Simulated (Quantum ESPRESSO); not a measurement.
## Several settings converged on HfPt3 (P4mm, 4 atoms in the cell)

```xyz
4
Lattice="4.0225 0.0000 0.0000 0.0000 4.0225 0.0000 0.0000 0.0000 4.0225" Properties=species:S:1:pos:R:3 pbc="T T T"
Hf     0.0000     0.0000     0.0500
Pt     2.0112     2.0112     0.0000
Pt     0.0000     2.0112     2.0112
Pt     2.0112     0.0000     2.0112
```

Base method: LDA (PZ), GBRV 1.5 ultrasoft (LDA) pseudopotentials (plane waves; Quantum ESPRESSO).

Base settings: ecutwfc = 40 Ry; ecutrho = 320 Ry; occupations = smearing; smearing = gaussian; degauss = 0.0073499 Ry; potentials = {Hf: hf_lda_v1.uspp.F.UPF, Pt: pt_lda_v1.4.uspp.F.UPF}; K_POINTS = automatic 3 3 3 0 0 0; conv_thr = 1e-10 Ry.

The count of work is k-points × plane waves × bands × iterations; it is no time. 

**The plane-wave cutoff**

Moved along: ecutrho.

The mesh stays at the base's, so the ladder's end is converged at best in this setting alone.

Only quantities that move along the ladder and can be compared are tabulated.

```csv
ecutwfc,free energy less the last step's (meV/atom),pressure (GPa),largest difference of a force vector from the last step's (eV/Å),count of work / last
14 Ry,37910.05,-1121.84,0.350,0.065
16 Ry,18846.63,-686.36,0.244,0.070
20 Ry,4544.26,-243.05,0.016,0.092
22 Ry,2137.53,-139.47,0.079,0.11
36 Ry,50.22,-11.89,0.001,0.22
40 Ry,35.51,-12.19,0.001,0.25
48 Ry,17.67,-11.43,0.000,0.36
96 Ry,0.00,-11.35,0.000,1.0
```

Coarsest ecutwfc that holds the free energy within 5 meV/atom: not settled: the last two steps still differ by 18 meV/atom, over half the tolerance, so the ladder does not show it.

Coarsest ecutwfc that holds the pressure within 0.2 GPa of the last step, with all finer ones: 48 Ry, at 0.36 of the last step's count of work; the step before is off by 0.84 GPa.

Coarsest ecutwfc that holds the forces within 0.005 eV/Å of the last step, with all finer ones: 36 Ry, at 0.22 of the last step's count of work; the step before is off by 0.079 eV/Å.

At the lowest cutoff the pressure lies 1110 GPa under the last step's, the usual sign of Pulay stress in an incomplete plane-wave basis.

**The cutoff for other potential files**

Level: DFT, LDA (PZ), plane waves, PSlibrary PAW (LDA, semicore) pseudopotentials.

In this ladder: pseudopotentials = {Hf: Hf.pz-spdfn-kjpaw_psl.1.0.0.UPF, Pt: Pt.pz-spfn-kjpaw_psl.1.0.0.UPF}. Moved along: ecutrho.

The mesh stays at the base's, so the ladder's end is converged at best in this setting alone.

Only quantities that move along the ladder and can be compared are tabulated.

```tsv
ecutwfc	free energy less the last step's (meV/atom)	pressure (GPa)	largest difference of a force vector from the last step's (eV/Å)	count of work / last
63 Ry	27430.82	-1022.58	0.006	0.099
77 Ry	7342.73	-384.46	0.132	0.13
98 Ry	665.56	-63.45	0.003	0.19
119 Ry	152.32	-11.34	0.001	0.26
140 Ry	120.31	-13.40	0.000	0.33
210 Ry	11.36	-10.59	0.001	0.60
280 Ry	0.00	-10.62	0.000	1.0
```

Coarsest ecutwfc that holds the forces within 0.02 eV/Å of the last step, with all finer ones: 98 Ry, at 0.19 of the last step's count of work; the step before is off by 0.13 eV/Å.

Coarsest ecutwfc that holds the free energy within 5 meV/atom: not settled: the last two steps still differ by 11 meV/atom, over half the tolerance, so the ladder does not show it.

Coarsest ecutwfc that holds the pressure within 0.5 GPa of the last step, with all finer ones: 210 Ry; the step before is off by 2.8 GPa.

At the lowest cutoff the pressure lies 1010 GPa under the last step's, the usual sign of Pulay stress in an incomplete plane-wave basis.

**The relaxed cell against the cutoff**

On HfPt₃ (Pm-3m, 4 atoms in the cell): atoms on their sites.

In this ladder: calculation = vc-relax; tprnfor = default; tstress = default. Moved along: ecutrho.

The mesh stays at the base's, so the ladder's end is converged at best in this setting alone.

Only quantities that move along the ladder and can be compared are tabulated.

| ecutwfc | relaxed volume (Å³/atom) | relaxation steps |
|---|---|---|
| 20 Ry | 12.707 | 4 |
| 24 Ry | 14.279 | 3 |
| 28 Ry | 15.212 | 3 |
| 34 Ry | 15.504 | 3 |
| 40 Ry | 15.483 | 3 |
| 60 Ry | 15.517 | 3 |
| 80 Ry | 15.533 | 3 |

Coarsest ecutwfc that holds the relaxed volume within 0.078 Å³/atom of the last step, with all finer ones: 34 Ry; the step before is off by 0.32 Å³/atom.

At the lowest cutoff the cell relaxes to a volume 18 % smaller than at the highest.

On the base run: the starting cell comes from a database of computed structures (which also holds hypothetical and non-ambient phases and stackings), without a prior relaxation at this level. Its lattice was rescaled by up to half a per cent. One atom was moved a little off its site on purpose. Spin polarisation is off. Without a gap this mesh is coarse (it stands for a supercell whose shortest vector is 12 Å).
